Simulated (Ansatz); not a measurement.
# BAs: pressure series

Take BAs in the zinc blende structure (space group F-43m, No. 216) as the base.

```yaml
crystal:
  lattice:
    - [0.00000, 2.40463, 2.40463]
    - [2.40463, 0.00000, 2.40463]
    - [2.40463, 2.40463, 0.00000]
  atoms:
    - { symbol: B, position: [0.00000, 0.00000, 0.00000] }
    - { symbol: As, position: [0.25000, 0.25000, 0.25000] }
```

Cell and atoms are relaxed at each pressure.

Level of theory: plane-wave PAW DFT at the PBE level (Ansatz, an electronic-structure program, 420 eV), scalar-relativistic without spin-orbit coupling.

Candidates:
(a) pressure −2 GPa
(b) pressure 15 GPa
(c) pressure −1 GPa

Base values:

| Item | Result |
|---|---|
| Width of the top valence band | 5.07 eV |

Order them by width of the top valence band, lowest first.

(a) pressure −2 GPa (4.98 eV), (c) pressure −1 GPa (5.02 eV), (b) pressure 15 GPa (5.63 eV)

The levels and masses belong to the bands next to the band gap. Load acts through the strain it causes; cell and atoms are relaxed under it. No phonon test of stability was made. No other phases were tried under pressure.
